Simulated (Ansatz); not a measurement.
Base system: CaO in the rock salt structure (space group Fm-3m, No. 225; a = 4.7670 Å).

Level of theory: PBEsol (Ansatz, a quantum-chemistry and plane-wave program; PAW; 420 eV plane waves; no SOC).

Base values:

| Property | Value |
|---|---|
| Hole mass | 0.34, 2.8, 2.8 mₑ (at Γ) |
| Valley order | X along ⟨100⟩ 3.54 eV; Γ 4.78 eV |
| Width of the top valence band | 1.26 eV |
| Lattice parameter a | 4.767 Å |

One thing is altered: a hydrostatic pressure of 0.7 GPa.

**Question.** How does this affect the hole mass?

**Answer.** The hole mass (degenerate bands, along [100]) is still 0.34, 2.8, 2.8 mₑ (at Γ).

**Question.** Predict the new valley order.

**Answer.** The valley order (the lowest conduction-band minima on the path, energy above the VBM, named in the base's zone) becomes X along ⟨100⟩ 3.54 eV; Γ 4.83 eV (base: X along ⟨100⟩ 3.54 eV; Γ 4.78 eV).

**Question.** What does the calculation give for the width of the top valence band after the change?

**Answer.** The width of the top valence band stays essentially unchanged (1.26 eV against 1.27 eV).

**Question.** Predict the new lattice parameter a.

**Answer.** The lattice parameter a falls by 0.009 Å to 4.758 Å.

The levels and masses belong to the bands next to the band gap. Load acts through the strain it causes; cell and atoms are relaxed under it. Effective masses come from finite differences of ±0.01 Å⁻¹. Stability against distortions was not tested. The base started in Cmce and relaxed to Fm-3m at this level.
